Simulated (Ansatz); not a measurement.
Pair distribution function (total) of W (bcc), cell W54, begun in the crystal structure [in the run: it stayed crystalline; mean temperature 290 K (target 300 K); density 18.82 g/cm³, volume +3 % from the start crystal's; one k-point, which a denser mesh shifts by -0.2 GPa in pressure and 0.12 eV/Å in forces], from MD at 290 K. These are PBE (plane waves, PAW; Ansatz, an electronic-structure program) values and carry that method's errors. Volume per atom 16.22 Å³, mean pressure 0.1 GPa. 

```
r (Å) | g(r)
     1.78 |  0.00
     1.82 |  0.00
     1.86 |  0.00
     1.90 |  0.00
     1.94 |  0.00
     1.98 |  0.00
     2.02 |  0.00
     2.06 |  0.00
     2.10 |  0.00
     2.14 |  0.00
     2.18 |  0.00
     2.22 |  0.00
     2.26 |  0.00
     2.30 |  0.00
     2.34 |  0.00
     2.38 |  0.00
     2.42 |  0.00
     2.46 |  0.00
     2.50 |  0.00
     2.54 |  0.00
     2.58 |  0.04
     2.62 | # 0.37
     2.66 | ###### 1.87
     2.70 | ################## 5.51
     2.74 | ############################## 9.02
     2.78 | ############################## 9.08
     2.82 | ################## 5.34
     2.86 | ####### 2.02
     2.90 | ## 0.50
     2.94 |  0.08
     2.98 |  0.01
     3.02 |  0.03
     3.06 | # 0.26
     3.10 | #### 1.34
     3.14 | ############# 3.81
     3.18 | ################### 5.81
     3.22 | ################ 4.82
     3.26 | ######## 2.28
     3.30 | ## 0.60
     3.34 |  0.08
     3.38 |  0.01
     3.42 |  0.00
     3.46 |  0.00
     3.50 |  0.00
     3.54 |  0.00
     3.58 |  0.00
     3.62 |  0.00
     3.66 |  0.00
     3.70 |  0.00
     3.74 |  0.00
     3.78 |  0.00
     3.82 |  0.00
     3.86 |  0.00
     3.90 |  0.00
     3.94 |  0.00
     3.98 |  0.00
     4.02 |  0.00
     4.06 |  0.00
     4.10 |  0.00
     4.14 |  0.00
     4.18 |  0.00
     4.22 |  0.00
     4.26 |  0.00
     4.30 |  0.01
     4.34 |  0.07
     4.38 | ## 0.46
     4.42 | ##### 1.61
     4.46 | ############ 3.65
     4.50 | ################# 5.08
     4.54 | ############### 4.50
     4.58 | ######## 2.51
     4.62 | ### 0.91
     4.66 | # 0.21
     4.70 |  0.03
     4.74 |  0.00
```

### Question
From the above, determine where the first shell ends and the number of neighbours in it.

### Answer
first minimum near 3.0 Å (g down to about 0.01); 8.0 neighbours in the shell, from n = 4πρ∫r²g(r)dr.
